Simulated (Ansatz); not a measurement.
### Question
Name crystals whose band gap lies between 1.83 and 2.9 eV and whose hole conductivity mass lies between 1.43 and 2.2 mₑ, by Ansatz (an electronic-structure program) with r2SCAN, rigid bands.

### Answer
Many crystals can fit; among those computed here:
- SrTiO₃ (Pm-3m): 2.29 eV, 1.79 mₑ
- KTaO₃ (Pm-3m): 2.64 eV, 1.99 mₑ
- GaN (P6_3mc): 2.35 eV, 1.51 mₑ

Masses are for dilute carriers at 300 K, harmonic means over directions unless an axis is named. Spin-orbit coupling is left out.

The missing spin-orbit coupling matters most for KTaO3 (Pm-3m).
